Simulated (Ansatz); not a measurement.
**Pressure series in HgTe**

The parent structure is HgTe in the zinc blende structure (space group F-43m, No. 216; a = 6.4350 Å).

Cell and atoms are relaxed at each pressure.

Level of theory: Ansatz (a quantum-chemistry and plane-wave program), LDA, PAW, cutoff 420 eV, no SOC.

| pressure (GPa) | volume per atom (Å³/atom) |
|---|---|
| -2 | 34.937 |
| -1 | 34.062 |
| 0 | 33.308 |
| 2.1 | 32.004 |
| 4.5 | ? |
| 9 | 29.116 |
| 15 | 27.458 |
| 22.5 | 25.930 |
| 30 | 24.754 |

Task: Fit the third-order Birch–Murnaghan form P(V) = (3B₀/2)[(V₀/V)^(7/3) − (V₀/V)^(5/3)]·[1 + (3/4)(B₀′ − 4)((V₀/V)^(2/3) − 1)] (squares taken in P) to the rows shown and predict the withheld row.

Result: Least squares on the printed values gives V₀ = 33.312 Å³/atom, B₀ = 47.6 GPa, B₀′ = 5.0; this predicts 30.821 Å³/atom, and the run gives 30.809 Å³/atom, 0.012 lower.

Measured bulk modulus of HgTe: 42.3 GPa (temperature not stated; as listed in Cormac Toher et al., Physical Review Materials (2017)); the computed value is for a static lattice, so the two differ by thermal effects too.

The mesh was chosen for an insulator and is coarse for the gapless case. Load acts through the strain it causes; cell and atoms are relaxed under it. Whether these cells are dynamically stable was not tested. Tetrahedral semiconductors of this kind turn to denser phases somewhere between about 1 and 50 GPa; those were not computed, so compressed cells here can lie past the real transition. The final runs are not spin-polarised.
